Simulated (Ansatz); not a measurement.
Output of an Ansatz run (abridged):

```
WARN the atoms were moved onto the symmetric positions of the space group found under crystal.symmetry.tolerance 1.0e-5 (fractional …
WARN ansatz: RAYON_NUM_THREADS=1 ignored (pool sized by the plan → 1); use --threads N
Pseudopotentials: kind: paw
Pseudopotential: Ca, paw, valence charge 10
Pseudopotential: Ga, paw, valence charge 13
Crystal: 6 atoms, lattice volume = 128.215 Å³
Basis set: ecut = 420.4159175005146 eV, 2539 PW (Γ)
Bands: 44, of which v1, the nominal top of the filled ones, is band 36 counted from 1 (35 counted from 0)
Symmetry: 24 space group operations
Space group: P63/mmc (ITA 194), of the structure as read, at distance tolerance 5.0e-5 Å
k-points: 36 of 405
PAW frozen core: Ca, regenerated for the run's functional, and the local potential with it
PAW frozen core: Ga, regenerated for the run's functional, and the local potential with it
Initial density: superposition of atomic densities (neutral atoms: chi_scale 0, normalization atom), corrected by the library's trained network
Initial wavefunctions: pseudopotential atomic-orbital guess
Eigensolver: davidson
Functional: x = slater, c = lda
SCF iter   1: F=—  HF=-18376.620734 eV  |F-HF|=—  |Δ(HF+E_count)|=         —  Δρ=6.22e-3  dr2=2.49e-2  ethr=1.77e-3  ⟨swp⟩=9.6  Hψ=6972  notcnv=0
all-band conjugate gradients solve this SCF's bands
preconditioner: auto → Kerker (q_TF=auto, 2.478 Å⁻¹)
SCF iter   2: F=—  HF=-18376.616269 eV  |F-HF|=—  |Δ(HF+E_count)|=   4.47e-3  Δρ=3.01e-3  dr2=7.10e-3  ethr=3.46e-5  ⟨swp⟩=2.5  Hψ=3106  notcnv=0
SCF iter   3: F=—  HF=-18376.615051 eV  |F-HF|=—  |Δ(HF+E_count)|=   1.22e-3  Δρ=1.09e-3  dr2=8.60e-4  ethr=9.87e-6  ⟨swp⟩=3.0  Hψ=3135  notcnv=0
SCF iter   4: F=—  HF=-18376.614670 eV  |F-HF|=—  |Δ(HF+E_count)|=   3.81e-4  Δρ=3.28e-4  dr2=1.68e-4  ethr=1.19e-6  ⟨swp⟩=2.0  Hψ=2429  notcnv=0
SCF iter   5: F=—  HF=-18376.614643 eV  |F-HF|=—  |Δ(HF+E_count)|=   2.68e-5  Δρ=9.84e-5  dr2=2.29e-5  ethr=2.33e-7  ⟨swp⟩=2.6  Hψ=2572  notcnv=0
SCF iter   6: F=—  HF=-18376.614640 eV  |F-HF|=—  |Δ(HF+E_count)|=   2.85e-6  Δρ=2.77e-5  dr2=2.28e-6  ethr=3.19e-8  ⟨swp⟩=2.1  Hψ=1906  notcnv=0
SCF iter   7: F=—  HF=-18376.614639 eV  |F-HF|=—  |Δ(HF+E_count)|=   6.57e-7  Δρ=6.49e-6  dr2=1.01e-7  ethr=3.16e-9  ⟨swp⟩=2.0  Hψ=1861  notcnv=0
SCF iter   8: F=-18376.614639 eV  HF=-18376.614639 eV  |F-HF|=1.18e-9  |Δ(HF+E_count)|=   1.63e-8  Δρ=1.87e-6  dr2=5.71e-9  ethr=1.39e-10  ⟨swp⟩=5.5  Hψ=5591  notcnv=0
SCF 1 converged in 8 iterations: F = -18376.614639 eV  dr2 = 5.71e-9
SCF converged after 8 iterations
Free energy (F): -18376.614639 eV
Harris-Foulkes:  -18376.614639 eV  (|F-HF|=1.18e-9)
Internal energy: -18376.583521 eV  (E = F + TS)
E sigma→0 (E₀):  -18376.599080 eV
Entropy (-TS):   -0.031118 eV (-5.186 meV/atom)
Fermi energy:    8.921715 eV
--- Per-component energies (eV) ---
  E_band       = -440.433290
  E_kinetic    = 1021.739572
  E_local      = -9103.248013  (includes V_loc(G=0)·N_el)
  E_nonlocal   = 1831.033064
  E_hartree    = 4079.278207
  E_xc         = -548.614399
  E_vxc        = -577.889573  (∫ρ·V_xc dr)
  E_paw        = -9273.766574  (= ΣΔE_a)
  E_vpaw       = -1770.619477  (= ΣTr[D̂ρ^β])
  E_aug_tail   = -0.000490  (compensation charges beyond the density's cutoff)
  E_ewald      = -6390.485139
  E_core_change = 7.480251  (= ΣΔE_core)
  E_smearing   = -0.031118  (= −TS)
  E_closure    = 0.000000  (closes the sum)
  Σ components = -18376.614639   (vs F -18376.614639, Δ=0.00e0)
--- Forces (eV/Å), atoms counted from 1 ---
  atom   1  Ca     0.00000000    -0.00000000     0.00000000
  atom   2  Ca     0.00000000     0.00000000     0.00000000
  atom   3  Ga     0.00000000    -0.00000000     0.00123191
  atom   4  Ga     0.00000000     0.00000000    -0.00123191
  atom   5  Ga     0.00000000     0.00000000     0.00123191
  atom   6  Ga     0.00000000    -0.00000000    -0.00123191
  max |Σ_I F_I| component: 6.48e-17 eV/Å
--- Stress (GPa, compression-positive) ---
       -4.380634       0.000000       0.000000
       -0.000000      -4.380634       0.000000
        0.000000       0.000000      -4.368030
  P = ⅓ Tr σ = -4.3764 GPa (-43.764 kbar)
  The stress holds the Pulay correction. Without it, at fixed plane waves, as pw.x and ABINIT print it: P = -4.3910 GPa
--- Band table (eV; the first three rows and the last of 36) ---
  k-point 0: bands = ["-31.6952", "-31.6842", "-13.1054", "-12.9869", "-12.9869", "-12.9689", "-12.9689", "-12.9447", "-6.0605", "-6.0605", "-6.0564", "-6.0564", "-6.0412", "-6.0388", "-6.0388", "-6.0080", "-6.0080", "-5.9558", "-5.9272", "-5.8412", [...]
  k-point 1: bands = ["-31.6941", "-31.6853", "-13.0903", "-12.9852", "-12.9852", "-12.9706", "-12.9706", "-12.9603", "-6.0604", "-6.0604", "-6.0574", "-6.0574", "-6.0358", "-6.0353", "-6.0353", "-6.0107", "-6.0107", "-5.9738", "-5.9085", "-5.8412", [...]
  k-point 2: bands = ["-31.6914", "-31.6880", "-13.0506", "-13.0009", "-12.9807", "-12.9807", "-12.9751", "-12.9751", "-6.0599", "-6.0599", "-6.0590", "-6.0590", "-6.0272", "-6.0272", "-6.0209", "-6.0179", "-6.0179", "-5.9990", "-5.8813", "-5.8570", [...]
  k-point 35: bands = ["-31.6892", "-31.6859", "-13.0402", "-13.0104", "-13.0104", "-13.0024", "-13.0024", "-12.9937", "-6.1478", "-6.1435", "-6.0680", "-6.0680", "-6.0474", "-6.0474", "-5.9927", "-5.9770", "-5.9340", "-5.9340", "-5.9157", [...]
```

The structure:

```xyz
6
Lattice="4.4655 0.0000 0.0000 -2.2327 3.8672 0.0000 0.0000 0.0000 7.4246" Properties=species:S:1:pos:R:3 pbc="T T T"
Ca     0.0000     0.0000     1.8561
Ca     0.0000     0.0000     5.5684
Ga     0.0000     2.5781     0.3158
Ga     2.2327     1.2891     7.1088
Ga     2.2327     1.2891     4.0281
Ga     0.0000     2.5781     3.3965
```

### Question
Write an input that gives this output.

### Answer
Other spellings and defaults could give the same log, and not every line can be read from it. The input that was run (DFT, LDA (PW92), plane waves, default PAW files made with PBE):

Ansatz 0.2 input:
```yaml
# CaGa2
crystal:
  lattice:
    - [4.465476, 0.000000, 0.000000]
    - [-2.232738, 3.867216, 0.000000]
    - [0.000000, 0.000000, 7.424598]
  atoms:
    - { symbol: Ca, position: [0.000000, 0.000000, 0.250000] }
    - { symbol: Ca, position: [0.000000, 0.000000, 0.750000] }
    - { symbol: Ga, position: [0.333333, 0.666667, 0.042530] }
    - { symbol: Ga, position: [0.666667, 0.333333, 0.957470] }
    - { symbol: Ga, position: [0.666667, 0.333333, 0.542530] }
    - { symbol: Ga, position: [0.333333, 0.666667, 0.457470] }
basis:
  ecutwfc: 30.9 Ry
kpoints:
  mp_grid:
    grid: [9, 9, 5]
hamiltonian:
  xc: lda
  pseudopotentials:
    kind: paw
scf:
  occupations:
    method: fermi_dirac
    width: 0.0073 Ry
output:
  forces: true
  eigenvalues: true
  stress: true
```

The starting cell comes from a database of computed structures (which also holds hypothetical and non-ambient phases and stackings), without a prior relaxation at this level. Its lattice was rescaled by up to half a per cent. With a pressure of about -4 GPa the cell is away from its equilibrium volume at this level. Ansatz's pressure includes its estimate of the finite-basis (Pulay) stress.

Ansatz is a program for electronic structure.
